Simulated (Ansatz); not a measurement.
We consider ZrAl3 (Pm-3m, No. 221, 4 atoms in the cell; start mp-569775; a measured phase of this formula has another space group), described by LDA (Ansatz, an electronic-structure program, plane waves, PAW).

Settings: plane-wave cutoff 520 eV, 14×14×14 k mesh, Fermi–Dirac smearing 0.05 eV, scalar-relativistic PAW data made under PBE.

Cell (relaxed at this level):

```
Al3Zr
1.0
    4.03856     0.00000     0.00000
    0.00000     4.03856     0.00000
    0.00000     0.00000     4.03856
Zr Al
1 3
Direct
  0.00000   0.00000   0.00000
  0.00000   0.50000   0.50000
  0.50000   0.00000   0.50000
  0.50000   0.50000   0.00000
```

### Question
What does this level give for the bulk modulus B0?

### Answer

bulk modulus B0: 114 GPa

The run finds no gap.

Note: the bulk modulus is −V dP/dV from two relaxed cells at ±2 % in volume; the relaxation could not lower the start's symmetry, so the cell can be a saddle point above a distorted one.

The computed numbers hold no vibrational or temperature effects.

A start named mp-… is a Materials Project structure, which need not be a measured phase.
